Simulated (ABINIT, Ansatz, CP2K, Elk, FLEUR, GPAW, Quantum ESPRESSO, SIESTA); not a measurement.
**One structure in several programs: C3N4 (P-43m, 7 atoms in the cell)**

Self-consistent single point.

```yaml
crystal:
  lattice:
    - [3.45676, 0.00000, 0.00000]
    - [0.00000, 3.45676, 0.00000]
    - [0.00000, 0.00000, 3.45676]
  atoms:
    - { symbol: C, position: [0.00000, 0.00000, 0.50000] }
    - { symbol: C, position: [0.50000, 0.00000, 0.00000] }
    - { symbol: C, position: [0.00000, 0.50000, 0.00000] }
    - { symbol: N, position: [0.24569, 0.24569, 0.75431] }
    - { symbol: N, position: [0.24569, 0.75431, 0.24569] }
    - { symbol: N, position: [0.75431, 0.75431, 0.75431] }
    - { symbol: N, position: [0.75431, 0.24569, 0.24569] }
```

Shared settings, as Ansatz (an electronic-structure program) writes them: kpoints.mp_grid.grid = 10 10 10; scf.occupations.method = fixed. Potentials and cutoffs stand in the table.

```json
[
 {"code": "CP2K", "model": "LDA (Pade form), GPW, DZVP-MOLOPT-SR-GTH basis, GTH-PADE potentials (GTH_POTENTIALS)", "pressure (GPa)": "-16.01", "largest force (eV/Å)": "0.304", "gap on the mesh (eV)": "2.469", "cutoff": "grid 400 Ry"},
 {"code": "ABINIT", "model": "LDA (PW92), PAW (JTH v2.0 LDA PAW)", "pressure (GPa)": "-19.00", "largest force (eV/Å)": "0.387", "gap on the mesh (eV)": "2.381", "cutoff": "26 Ha"},
 {"code": "GPAW", "model": "LDA (Perdew-Wang 92), GPAW PAW datasets LDA (gpaw-data 1.0.1)", "pressure (GPa)": "–", "largest force (eV/Å)": "0.332", "gap on the mesh (eV)": "2.400", "cutoff": "950 eV"},
 {"code": "Ansatz", "model": "LDA (PW92), PAW files made with PBE", "pressure (GPa)": "-19.35", "largest force (eV/Å)": "0.371", "gap on the mesh (eV)": "2.398", "cutoff": "default"},
 {"code": "SIESTA", "model": "LDA PW92, numerical atomic orbitals DZP, PseudoDojo LDA standard norm-conserving potentials (rewritten from UPF to PSML)", "pressure (GPa)": "-10.87", "largest force (eV/Å)": "0.019", "gap on the mesh (eV)": "2.402", "cutoff": "grid 300 Ry"},
 {"code": "Quantum ESPRESSO", "model": "LDA (PZ), GBRV 1.5 ultrasoft (LDA) pseudopotentials", "pressure (GPa)": "-16.55", "largest force (eV/Å)": "0.361", "gap on the mesh (eV)": "2.391", "cutoff": "40 Ry"},
 {"code": "FLEUR", "model": "LDA (Perdew-Zunger), all-electron FLAPW (FLEUR), scalar-relativistic valence", "pressure (GPa)": "–", "largest force (eV/Å)": "0.202", "gap on the mesh (eV)": "2.390", "cutoff": "Kmax 4.6 1/bohr"},
 {"code": "Elk", "model": "LDA (PW92), all-electron FP-LAPW, Elk's shipped species files, default APW+lo basis", "pressure (GPa)": "–", "largest force (eV/Å)": "–", "gap on the mesh (eV)": "2.370", "cutoff": "default"}
]
```

A dash marks a value that a program does not give, or that is left out as unsure.

Gaps are read on the mesh.

The spread over the programs that give each value: pressure within 8.48 GPa; largest force within 0.368 eV/Å; gap on the mesh within 0.099 eV.

CP2K and SIESTA use small atom-centred bases, whose incompleteness enters pressures, forces and empty levels differently from a plane-wave cutoff. FLEUR and Elk treat all electrons, but the usual bases taken here (sphere radii, linearisation, local orbitals, empty states) were not tested for convergence, so the values are no reference for the others. Ansatz's pressure is given at a fixed set of plane waves, as the other plane-wave codes print theirs; with its correction for the finite basis it is -18.36 GPa (the shift of 0.99 GPa shows how far the cutoff is from converged). The pressure of GPAW is left out: its cutoff lies under the one at which its stress was checked. The same LDA comes in different parametrisations, which differ slightly. In the pressure, CP2K (by 2.99), SIESTA (by 8.13) and Quantum ESPRESSO (by 2.45) lie more than 1 GPa from the median of the plane-wave programs. In the force vectors, SIESTA (by 0.347) and FLEUR (by 0.163) lie more than 0.08 eV/Å from the median of the plane-wave programs.

The starting cell comes from a database of computed structures (which also holds hypothetical and non-ambient phases and stackings), without a prior relaxation at this level.

Keys are those of Ansatz 0.2.
